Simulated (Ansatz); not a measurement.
Worked example: relaxation of the atoms of SrHI (P4mm, 6 atoms in the cell) in Ansatz (a first-principles code).

Method: LDA (PW92), default PAW files made with PBE (plane waves; Ansatz).

The change in words: one atom moved by 0.15 angstrom; relax: default → atoms; relax.f_tol: default → 0.05 eV/Å. Reference geometry:
```
SrHI
1.0
    4.30244     0.00000     0.00000
    0.00000     4.30244     0.00000
    0.00000     0.00000     9.12510
Sr H I
2 2 2
Cartesian
  0.00000   2.15122   1.32022
  2.15122   0.00000   7.80488
  2.15122   2.15122   0.00000
  0.00000   0.00000   0.00000
  0.00000   2.15122   6.24860
  2.15122   0.00000   2.87651
```

Reference input (self-consistent single point, DFT, LDA (PW92), plane waves, default PAW files made with PBE): basis.ecutwfc = 420 eV; kpoints.mp_grid.grid = 6 6 3; hamiltonian.xc = lda; hamiltonian.pseudopotentials = {kind: paw} (the program's default PAW files); scf.occupations.method = fixed. This run's input differs from it in these lines:

```diff
@@ -7,3 +7,3 @@
   atoms:
-    - { symbol: Sr, position_ang: [0.000000, 2.151219, 1.320220] }
+    - { symbol: Sr, position_ang: [0.000000, 2.151219, 1.470218] }
     - { symbol: Sr, position_ang: [2.151219, 0.000000, 7.804883] }
@@ -22,2 +22,4 @@
   occupations: { method: fixed }
+relax:
+  f_tol: 0.05
 output:
```

Output (repeated stretches shortened):

```
   [... SCF lines of the steps left out ...]
relax step   1: F+E_penalty+E_count = -21638.79625063 eV  Δ(F+E_penalty+E_count) = +0.000e0 eV  max|allowed force component| = 5.441e-1 eV/Å  Δτ_max = 0.0000 Å  (6 SCF iters, dr2 threshold 6.25e-5 eV, accepted)
relax step   2: F+E_penalty+E_count = -21638.85800459 eV  Δ(F+E_penalty+E_count) = -6.175e-2 eV  max|allowed force component| = 2.129e-1 eV/Å  Δτ_max = 0.1939 Å  (5 SCF iters, dr2 threshold 1.85e-5 eV, accepted)
relax step   3: F+E_penalty+E_count = -21638.87641547 eV  Δ(F+E_penalty+E_count) = -1.841e-2 eV  max|allowed force component| = 3.187e-2 eV/Å  Δτ_max = 0.0887 Å  (5 SCF iters, dr2 threshold 2.83e-6 eV, accepted)
relax step   4: F+E_penalty+E_count = -21638.87641567 eV  Δ(F+E_penalty+E_count) = -1.947e-7 eV  max|allowed force component| = 3.207e-2 eV/Å  Δτ_max = 0.0000 Å  (3 SCF iters, accepted)
the relaxation is at rest under the 8 symmetry operations that the run kept from its start: a minimum is not shown …
Stability not checked: this state was not tested for a lower state beside it, because too few of the mixer's solves of this state at the end of the SCF gave a …
Free energy (F): -21638.876416 eV
Internal energy: -21638.876416 eV  (E = F + TS)
E sigma→0 (E₀):  -21638.876416 eV
Fermi energy:    4.511770 eV
--- Forces (eV/Å), atoms counted from 1 ---
  atom   1  Sr     0.00000000     0.00000000    -0.00284094
  atom   2  Sr    -0.00000000     0.00000000     0.02716470
   [... lines left out ...]
    - { symbol: Sr, position: [0.5, 1.3877787807814457e-17, 0.864758612971522] }
    - { symbol: H, position: [0.5, 0.5, 0.0029223495120610983] }
    - { symbol: H, position: [1.3877787807814457e-17, 1.3877787807814457e-17, 0.0029223495120610974] }
    - { symbol: I, position: [1.3877787807814457e-17, 0.5, 0.7039185747194541] }
    - { symbol: I, position: [0.5, 1.3877787807814457e-17, 0.3017044752692991] }
```

The run converged.  The full log also holds: “iter 5 did not close the SCF: its close was put off for the readings that it lacked (scf_convergence_deferred on its scf_iter line)”.

Summary of the result:
| Property | Result |
|---|---|
| Free energy E − TS (on the zero of these files) | -21638.8764 eV |
| Top of the valence band (on the code's own zero) | 4.51 eV |
| Gap on the k-point mesh | 3.43 eV |
| Pressure | -1.96 GPa |
| Largest force (vector length) | 0.032 eV/Å |
| Relaxation steps | 4 |

The starting cell comes from a database of computed structures (which also holds hypothetical and non-ambient phases and stackings), without a prior relaxation at this level. Its lattice was rescaled by up to half a per cent. For this run, on top of that: one atom moved by 0.15 angstrom. Spin-orbit coupling is off. The relaxation keeps the symmetry of its start, so its end need not be a minimum. Ansatz's pressure includes its estimate of the finite-basis (Pulay) stress.

Cost on one core of a shared machine: roughly 30 s.

Keys are those of Ansatz 0.2.
